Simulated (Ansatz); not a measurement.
Levels about the gap of amorphous Zr$_{20}$O$_{41}$Ag$_{2}$ (63 atoms in a cell of 819 Å³, 5.46 g/cm³; zone centre alone, so wide bands show as single levels with stretches between that a denser mesh fills), at the geometry that PBE relaxed, where it gives -1.3 GPa on a denser mesh. The participation number counts the atoms over which a state spreads; weights are charges in smoothed Voronoi cells. The levels come from a single point, so bond lengths are those of that geometry. Method of the levels: PBE, scalar-relativistic without spin-orbit coupling (Ansatz, a quantum-chemistry and plane-wave program). Sampling: the zone centre alone; Fermi-Dirac width 0.02 eV; no spin polarisation. At PBE the levels at the filled edge of the gap are localised (band-tail or defect states).

Preparation: random packing, a CHGNet melt and quench, and a DFT relaxation. O atoms were pushed apart under 1.9 Å during the dynamics, to hinder bonds among them. The hot cell started wider than the set density and was brought back towards it in steps. It is the lowest in DFT energy of 2 quenches. It is a model cell: composition and starting density were chosen by hand, and all elements were melted together. No dispersion term was used. Its density started from a set value of 5.46 and ended at 5.46 g/cm³. The quench (nominally 300 K/ps over its main leg) was far faster than any real one, so the model tends to hold more defects than a real film. One small periodic cell is one sample of the glass; other quenches scatter about these values. The volume was held where the preparation left it and the shape relaxed, at a PBE pressure of -1.3 GPa (tension). Stress components on the final sampling reach 1.4 GPa.

| E - E(highest filled), eV | filling | participation number | largest on | weight O | weight Zr | weight Ag |
|---|---|---|---|---|---|---|
| -0.32 | filled | 12.9 | O, 3 neighbours | 0.89 | 0.06 | 0.05 |
| -0.27 | filled | 21.3 | O, 3 neighbours | 0.88 | 0.05 | 0.07 |
| -0.24 | filled | 15.4 | O, 3 neighbours | 0.78 | 0.05 | 0.17 |
| -0.18 | filled | 12.0 | O, 2 neighbours | 0.85 | 0.05 | 0.10 |
| -0.06 | filled | 12.8 | Ag, 2 neighbours | 0.62 | 0.04 | 0.34 |
| -0.03 | filled | 14.0 | Ag, 2 neighbours | 0.68 | 0.04 | 0.28 |
| 0.00 | filled | 5.2 | Ag, 2 neighbours | 0.54 | 0.04 | 0.42 |
| 3.19 | empty | 23.3 | Ag, 2 neighbours | 0.42 | 0.41 | 0.17 |
| 3.50 | empty | 16.3 | Zr, 6 neighbours | 0.36 | 0.62 | 0.02 |
| 3.67 | empty | 20.1 | Zr, 6 neighbours | 0.35 | 0.62 | 0.03 |
| 3.81 | empty | 22.8 | Zr, 7 neighbours | 0.34 | 0.65 | 0.01 |
| 3.92 | empty | 25.7 | Zr, 5 neighbours | 0.35 | 0.53 | 0.12 |
| 3.93 | empty | 26.2 | Zr, 6 neighbours | 0.33 | 0.65 | 0.02 |
| 4.04 | empty | 25.3 | Zr, 7 neighbours | 0.33 | 0.64 | 0.02 |

Most localised among these is the filled level at +0.00 eV, on a Ag atom, which has 2 neighbours (O 2.30 Å, O 2.36 Å).
